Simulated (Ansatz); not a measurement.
**Effect of Hf → Ta on hypothetical CdI2 type HfO2**

Start from HfO₂ in the CdI2 type structure (space group P-3m1, No. 164; a = 3.2266 Å, c = 4.5562 Å; a hypothetical phase, not in the database extracts checked; layered, stacked along the Cartesian z axis).

Perturbation: every Hf is replaced by Ta, then cell and atoms are relaxed.

The values are results of DFT with r2SCAN+rVV10, PAW potentials and a 500 eV plane-wave cutoff in Ansatz (a first-principles code), no SOC, not measurements. k-mesh 17×17×10 (Γ-centred); smearing 0.05 eV (Fermi–Dirac), for the changed cell.

```csv
quantity,base,changed,shift
volume per atom,13.69 Å³,12.41 Å³,-1.288 Å³
lattice parameter a,3.227 Å,3.049 Å,-0.1775 Å
c/a ratio,1.412,1.516,+0.104
space group,P-3m1 (No. 164),P-3m1 (No. 164),–
band gap,4.92 eV,zero,–
magnetic state,not spin-polarised,weakly magnetic (sensitive to the mesh),–
largest site moment,0.00 μB,0.24 μB,+0.24 μB
```

Final structure:

```
TaO2
1.0
    3.04916     0.00000     0.00000
   -1.52458     2.64065     0.00000
    0.00000     0.00000     4.62226
Ta O
1 2
Direct
  0.00000   0.00000   0.00000
  0.33333   0.66667   0.23399
  0.66667   0.33333   0.76601
```

Other magnetic orders, which the real material may have, were not ruled out. Spin-orbit coupling, missing from the scalar runs, can matter with Hf. Whether these cells are dynamically stable was not tested. No Hubbard U is applied, and correlation can decide whether such a compound is a metal.
